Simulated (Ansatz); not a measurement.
CsCl-type CuZn

All values below come from PBE0-D3(BJ) in Ansatz (PAW).

Run with plane-wave cutoff 460 eV, 10×10×10 k mesh, Fermi–Dirac smearing 0.05 eV, no spin polarisation, scalar-relativistic PAW data made under PBE.

Cell (relaxed at this level):

```
CuZn
1.0
    2.90049     0.00000     0.00000
    0.00000     2.90049     0.00000
    0.00000     0.00000     2.90049
Zn Cu
1 1
Cartesian
  1.45024   1.45024   1.45024
  0.00000   0.00000   0.00000
```

```yaml
bulk_modulus: 132 GPa
```

Measured, for comparison: bulk modulus 116 GPa (temperature not stated, no zero-point or thermal correction; as tabulated in Nepal et al. (2020), arXiv:2007.11150). Computed (rounded) less measured: bulk modulus +14 %.

Note: the run has no spin polarisation, so it can have missed a magnetic state.

Computed values are for the static lattice.

Ansatz is a program for electronic structure.
